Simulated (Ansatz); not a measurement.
## Pressure series in PtS

Consider PtS (space group P4_2/mmc, No. 131).

```yaml
crystal:
  lattice:
    - [3.47510, 0.00000, 0.00000]
    - [0.00000, 3.47510, 0.00000]
    - [0.00000, 0.00000, 6.06727]
  atoms:
    - { symbol: Pt, position: [0.00000, 0.50000, 0.00000] }
    - { symbol: Pt, position: [0.50000, 0.00000, 0.50000] }
    - { symbol: S, position: [0.00000, 0.00000, 0.25000] }
    - { symbol: S, position: [0.00000, 0.00000, 0.75000] }
```

Cell and atoms are relaxed at each pressure.

Method: PBEsol, PAW, 420 eV (Ansatz, a quantum-chemistry and plane-wave program; no spin-orbit coupling).

```csv
change,lattice parameter a,width of the top valence band,band gap
base,3.475 Å,1.62 eV,0.52 eV
pressure −2 GPa,3.501 Å,1.54 eV,0.48 eV
pressure −1 GPa,3.488 Å,1.58 eV,0.50 eV
pressure 0.9 GPa,3.464 Å,1.66 eV,0.54 eV
pressure 2.1 GPa,3.449 Å,1.68 eV,0.56 eV
pressure 4.5 GPa,3.421 Å,1.73 eV,0.58 eV
pressure 9 GPa,3.371 Å,1.90 eV,0.54 eV
pressure 15 GPa,?,?,0.48 eV
pressure 22.5 GPa,3.233 Å,2.35 eV,0.07 eV
pressure 30 GPa,3.159 Å,–,zero
```

### Question
Fill in the withheld entries from the trend.

### Answer

- pressure 15 GPa, lattice parameter a: 3.308 Å
- pressure 15 GPa, width of the top valence band: 2.19 eV

A case with no gap was solved on a k-mesh chosen for an insulator, which is coarse for it. With Pt present, leaving out spin-orbit coupling can change the band edges. Load acts through the strain it causes; cell and atoms are relaxed under it. Whether these cells are dynamically stable was not tested. No other phases were tried under pressure. The final runs are not spin-polarised. A zero or small gap of PtS under pressure 22.5 GPa and PtS under pressure 30 GPa can be the functional's error rather than a property of the material.
